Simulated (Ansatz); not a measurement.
System: fluorite PbF₂ (high-temperature phase). Method: PBE in Ansatz (PAW).

Numerical settings: plane-wave cutoff 520 eV, 10×10×10 k mesh, Fermi–Dirac smearing 0.01 eV, scalar-relativistic PAW data made under PBE.

The cell has the measured lattice: a = b = c = 5.9306 Å, α = β = γ = 90.00°.

Predict the band gap, smallest direct gap on the k points sampled and Γ–Γ gap.


band gap: 4.42 eV
smallest direct gap on the k points sampled: 4.56 eV
Γ–Γ gap: 8.75 eV

Note: cell and atoms aren't relaxed at this level (pressure 2.6 GPa).

Spin–orbit coupling is not included; with these elements it can move the gap by several tenths of an eV or more.

The computed numbers hold no vibrational or temperature effects.

Computing time: roughly 7 core-seconds.

Ansatz is an electronic-structure program.
